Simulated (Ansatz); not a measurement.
Base system: CuI in the zinc blende structure (space group F-43m, No. 216; a = 5.939 Å). Axes: x, y, z lie along the cube axes.

Calculations: DFT with PBEsol, PAW potentials and a 420 eV plane-wave cutoff in Ansatz (a program for electronic structure), no SOC, earlier PAW set.

Before the change:

```
Item                                Result
---------------------  -------------------
Band gap                           1.17 eV
Valence-band top at Γ  0.00, 0.00, 0.00 eV
```

One thing is altered: strain tensor (xx, yy, zz, yz, xz, xy) = (−0.02, −0.36, −0.48, +0.14, +1.29, −0.49) %; the atoms relax in the strained cell.

Q: How does this affect the band gap?

A: The band gap is still 1.17 eV.

Q: What does the calculation give for the valence-band top at Γ after the change?

A: The valence-band top at Γ (three highest levels, from the VBM) changes from 0.00, 0.00, 0.00 eV to 0.00, -0.02, -0.05 eV.

Q: How does this affect the stress?

A: The stress (xx, yy, zz, yz, xz, xy; compression positive) comes out as (0.37, 0.44, 0.46, -0.06, -0.63, 0.23) GPa.

Q: What happens to the energy relative to the base?

A: The energy grows by 1.8 meV/atom.

With I present, leaving out spin-orbit coupling can change the band edges. Stability against distortions was not tested. The final runs are not spin-polarised.
